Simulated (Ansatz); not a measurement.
We consider 1T (CdI2-type) PtTe2, described by PBEsol-D3(BJ) (Ansatz, a first-principles code, PAW).

Numerical settings: plane-wave cutoff 520 eV, 18×18×12 k mesh (along the axes of the cell as run), Fermi–Dirac smearing 0.05 eV, scalar-relativistic PAW data made under PBE.

Properties against volume:

Shape and atoms are relaxed at each volume.

| V (Å³/atom) | P (GPa) | c (Å) | a (Å) |
|---|---|---|---|
| 22.087 | 3.89 | 4.836 | 3.978 |
| 22.547 | 1.81 | 4.896 | 3.994 |
| 23.007 | 0.00 | 4.958 | 4.009 |
| 23.467 | -1.55 | 5.020 | 4.024 |
| 23.927 | -2.84 | 5.086 | 4.037 |

Note: the bulk modulus comes from volumes at which shape and atoms were relaxed.
